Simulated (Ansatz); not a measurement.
An Ansatz (a program for electronic structure) run: Y with a change (Y → Sr); Ansatz PBEsol, no spin-orbit coupling.

Input:

Ansatz 0.2 input:
```yaml
crystal:
  lattice:
    - [4.1897440344, 0, 0]
    - [-2.0948720172, 3.6284247691, 0]
    - [0, 0, 6.8857765433]
  atoms:
    - { symbol: Sr, position: [0.3333333333, 0.6666666667, 0.75] }
    - { symbol: Sr, position: [0.6666666667, 0.3333333333, 0.25] }
basis: { ecutwfc: 420, ecutrho_ratio: 4, xc_grid: 2, fft_grid_basis: typed }
kpoints: { mp_grid: { grid: [13, 13, 7] } }
hamiltonian:
  xc: pbesol
  dispersion: none
  pseudopotentials: { kind: paw }
scf: { occupations: { method: fermi_dirac, width: 0.05 }, convergence: { dr2_threshold: 0.0000000002 } }
output: { forces: true, stress: true }
checkpoint: { write: state.ck, write_every: 1000 }
```

Output (explanatory and most iteration lines left out):

```
Pseudopotential: Sr, paw, valence charge 10
Crystal: 2 atoms, lattice volume = 104.679 Å³
Basis set: ecut = 420 eV, 1997 PW (Γ), exchange–correlation on 60×60×96 points (8 copies of the dense FFT grid, shifted against one another)
Bands: 14, of which v1, the nominal top of the filled ones, is band 10 counted from 1 (9 counted from 0)
Symmetry: 24 space group operations
Space group: P63/mmc (ITA 194), of the structure as read, at distance tolerance 4.7e-5 Å
k-points: 84 of 1183
Functional: x = pbesol(κ = 0.804, μ = 0.12345679012345678), c = pbesol(β = 0.046)
SCF iter   1: F=—  HF=-6984.428847 eV  |F-HF|=—  |Δ(HF+E_count)|=         —  Δρ=2.04e-3  dr2=7.97e-3  ethr=1.77e-3  ⟨swp⟩=9.1  Hψ=9011  notcnv=0
SCF iter   2: F=—  HF=-6984.428949 eV  |F-HF|=—  |Δ(HF+E_count)|=   1.01e-4  Δρ=1.27e-3  dr2=4.04e-3  ethr=3.99e-5  ⟨swp⟩=2.2  Hψ=2390  notcnv=0
SCF 1 converged in 8 iterations: F = -6984.428074 eV  dr2 = 3.89e-11
SCF converged after 8 iterations
Free energy (F): -6984.428074 eV
Internal energy: -6984.405787 eV  (E = F + TS)
E sigma→0 (E₀):  -6984.416931 eV
Entropy (-TS):   -0.022287 eV (-11.143 meV/atom)
Fermi energy:    5.352293 eV
--- Forces (eV/Å), atoms counted from 1 ---
  atom   1  Sr    -0.00000000     0.00000000     0.00000000
  atom   2  Sr    -0.00000000    -0.00000000     0.00000000
--- Stress (GPa, compression-positive) ---
        0.001211      -0.000000       0.000000
        0.000000       0.001211       0.000000
        0.000000       0.000000       0.001220
  P = ⅓ Tr σ = 0.0012 GPa (0.012 kbar)
```

Whether these cells are dynamically stable was not tested. The cell was made from Y by this change: Y → Sr; the result is a model cell. This is not the structure that Sr has at room temperature and ambient pressure.
